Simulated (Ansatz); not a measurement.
## Short convergence ladders for HfZrCN (R3m, 4 atoms in the cell)

```xyz
4
Lattice="1.6425 0.9483 5.3777 -1.6425 0.9483 5.3777 0.0000 -1.8966 5.3777" Properties=species:S:1:pos:R:3 pbc="T T T"
Zr     0.0000     0.0000     8.1377
Hf     0.0000     0.0000    16.1178
C      0.0000     0.0000     4.0666
N      0.0000     0.0000    12.0611
```

Base method: PBEsol, default PAW files made with PBE (plane waves; Ansatz, a first-principles code).

Base settings: basis.ecutwfc = 420 eV; kpoints.mp_grid.grid = 12 12 12; hamiltonian.xc = pbesol; hamiltonian.pseudopotentials = {kind: paw} (the program's default PAW files); scf.occupations.method = fermi_dirac; scf.occupations.width = 0.1 eV.

The count of work is k-points × plane waves × bands × iterations; it is no time. Core times come from one kind of shared machine, to one figure; runs under 30 s give none.

**Shifted k-point meshes**

In this ladder: kpoints.mp_grid.shift = 0.5 0.5 0.5.

Only quantities that move along the ladder and can be compared are tabulated.

```csv
kpoints.mp_grid.grid,free energy less the last step's (meV/atom),pressure (GPa),largest difference of a force vector from the last step's (eV/Å),count of work / last
2 2 2,133.52,-8.14,0.687,0.0010
4 4 4,-13.13,-9.13,0.129,0.0051
6 6 6,-1.55,-9.01,0.030,0.019
8 8 8,-0.03,-8.96,0.011,0.041
10 10 10,0.82,-8.92,0.017,0.075
12 12 12,-0.17,-8.95,0.003,0.12
15 15 15,-0.04,-8.94,0.003,0.23
25 25 25,0.00,-8.95,0.000,1.0
```

Coarsest kpoints.mp_grid.grid that holds the free energy within 2 meV/atom of the last step, with all finer ones: 6 6 6, at 0.019 of the last step's count of work; the step before is off by 13 meV/atom.

Coarsest kpoints.mp_grid.grid that holds the forces within 0.02 eV/Å of the last step, with all finer ones: 8 8 8, at 0.041 of the last step's count of work; the step before is off by 0.030 eV/Å.

Coarsest kpoints.mp_grid.grid that holds the pressure within 0.05 GPa of the last step, with all finer ones: 8 8 8, at 0.041 of the last step's count of work; the step before is off by 0.07 GPa.

**The k-point mesh at a smearing width of 0.3 eV**

In this ladder: scf.occupations.width = 0.3 eV.

Only quantities that move along the ladder and can be compared are tabulated.

| kpoints.mp_grid.grid | free energy less the last step's (meV/atom) | pressure (GPa) | largest difference of a force vector from the last step's (eV/Å) | count of work / last |
|---|---|---|---|---|
| 4 4 4 | -3.05 | -8.66 | 0.128 | 0.011 |
| 5 5 5 | -0.29 | -8.59 | 0.020 | 0.016 |
| 6 6 6 | -1.31 | -8.63 | 0.014 | 0.028 |
| 7 7 7 | -0.88 | -8.62 | 0.007 | 0.038 |
| 9 9 9 | 0.26 | -8.57 | 0.002 | 0.074 |
| 13 13 13 | 0.01 | -8.58 | 0.000 | 0.20 |
| 19 19 19 | 0.00 | -8.58 | 0.000 | 0.58 |
| 23 23 23 | 0.00 | -8.58 | 0.000 | 1.0 |

Coarsest kpoints.mp_grid.grid that holds the free energy within 2 meV/atom of the last step, with all finer ones: 5 5 5, at 0.016 of the last step's count of work; the step before is off by 3.1 meV/atom.

Coarsest kpoints.mp_grid.grid that holds the forces within 0.005 eV/Å of the last step, with all finer ones: 9 9 9, at 0.074 of the last step's count of work; the step before is off by 0.007 eV/Å.

**The width of cold smearing**

In this ladder: kpoints.mp_grid.grid = 20 20 20; scf.occupations.method = cold.

Narrow widths need finer meshes than wide ones, so the last steps can hold mesh noise.

Only quantities that move along the ladder and can be compared are tabulated; pressure and forces are left out, as mesh noise rules them at narrow widths.

| scf.occupations.width | free energy less the last step's (meV/atom) | core time / last (rough) |
|---|---|---|
| 1 eV | -9.93 | 1 |
| 0.5 eV | -1.78 | 1.0 |
| 0.3 eV | -0.28 | 1.0 |
| 0.2 eV | 0.00 | 1.0 |
| 0.1 eV | 0.02 | 1.0 |
| 0.05 eV | 0.00 | 1 |

Widest scf.occupations.width that holds the free energy within 0.5 meV/atom of the last step, with all finer ones: 0.3 eV; the step before is off by 1.8 meV/atom.

On the base run: the starting cell comes from a database of computed structures (which also holds hypothetical and non-ambient phases and stackings), without a prior relaxation at this level. Its lattice was rescaled by up to half a per cent. One atom was moved a little off its site on purpose. In the base run, with a pressure of about -9 GPa the cell is away from its equilibrium volume at this level. Ansatz's pressure includes its estimate of the finite-basis (Pulay) stress.

Left out of this page: 2 runs of the series outside the window shown, repeating another row's setting, or not comparable.

Keys are those of Ansatz 0.2.
